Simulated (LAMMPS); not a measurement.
An MD run on Cu (fcc), 256 atoms, at 810 K and 5 GPa, heated as the crystal.

Model: MD with a machine-learned potential, pair style snap, file Cu_Zuo_JPCA2020.snap, run in LAMMPS.

Starting crystal:

```
Cu
1.0
    3.61000     0.00000     0.00000
    0.00000     3.61000     0.00000
    0.00000     0.00000     3.61000
Cu
4
Cartesian
  0.00000   0.00000   0.00000
  0.00000   1.80500   1.80500
  1.80500   0.00000   1.80500
  1.80500   1.80500   0.00000
```

### Question
Estimate the state found, the mean frequency of the vibrational (phonon) density of states, the most common Cu-Cu-Cu angle, the first peak of g(r) for this model.

### Answer
state found: crystal; no diffusion seen in 15 ps; mean frequency of the vibrational (phonon) density of states: 5.1 THz; most common Cu-Cu-Cu angle: at the 3° bin centred on 58.5°, after smoothing over three bins (mean of all 97°); first peak of g(r): 2.53 Å, height 4.8.

Caution: a run this short can hold a crystal over, or a liquid under, the potential's own melting point, which these runs don't give.
